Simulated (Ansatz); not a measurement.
## Hypothetical CsCl type MoP under a change: biaxial strain +4.15 %, plane normal [111], relaxed out of plane

Take MoP in the CsCl type structure (space group Pm-3m, No. 221; a = 3.004 Å; a hypothetical phase, not in the database extracts checked; relaxed with 0.1 eV smearing) as the base. Axes: x, y, z lie along the cube axes.

Modification: biaxial strain +4.15 %, plane normal [111], relaxed out of plane (Cartesian); in-plane vectors clamped, the third vector and the atoms free.

Method: PBE (Ansatz, a quantum-chemistry and plane-wave program), no SOC. Settings: 19×19×19 k-points, 0.1 eV Fermi–Dirac smearing.

```json
[
 {"quantity": "volume per atom", "base": "13.55 Å³", "changed": "14.29 Å³", "shift": "+0.74 Å³"},
 {"quantity": "space group", "base": "Pm-3m (No. 221)", "changed": "R-3m (No. 166)", "shift": "–"},
 {"quantity": "shortest interatomic distance", "base": "2.601 Å", "changed": "2.529 Å", "shift": "-0.0727 Å"},
 {"quantity": "energy relative to the base (free energy F)", "base": "0 meV/atom", "changed": "+54 meV/atom", "shift": "+54 meV/atom"},
 {"quantity": "band gap", "base": "zero", "changed": "zero", "shift": "–"},
 {"quantity": "out-of-plane strain", "base": "–", "changed": "-2.79 %", "shift": "–"},
 {"quantity": "ratio −ε⊥/ε∥", "base": "–", "changed": "0.67", "shift": "–"}
]
```

Stability against distortions was not tested. All final runs are without spin polarisation. An odd electron count without spin: MoP. MoP has a high density of states at the Fermi level and may be magnetic at this level.
